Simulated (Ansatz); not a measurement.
## Sb2Se3 (model structure, started from the A-La2O3 type, P-3m1, No. 164, 5 atoms in the cell)

Computed with PBEsol+SOC in Ansatz (plane waves, PAW).

Run with plane-wave cutoff 520 eV, 18×18×6 k mesh (along the axes of the cell as run), Fermi–Dirac smearing 0.05 eV, PAW data made under PBE.

Cell (relaxed with PBEsol):

```
CELL_PARAMETERS angstrom
      4.00337     0.00000     0.00000
     -2.00168     3.46702     0.00000
      0.00000     0.00000     9.78312
ATOMIC_POSITIONS crystal
  Sb 0.33333 0.66667 0.19053
  Sb 0.66667 0.33333 0.80947
  Se 0.00000 0.00000 0.00000
  Se 0.33333 0.66667 0.65056
  Se 0.66667 0.33333 0.34944
```

```json
{
  "band_gap": "0.11 eV (under three smearing widths, so not firm)"
}
```

Note: the relaxation could raise the start's symmetry but not lower it, so the cell can be a saddle point.

Computing time: very roughly 12 core-minutes.

A model structure was made by putting elements into a prototype or built by hand; it is no filed structure, need not be a known phase, and can be a saddle point held by its symmetry.

Ansatz is a program for electronic structure.
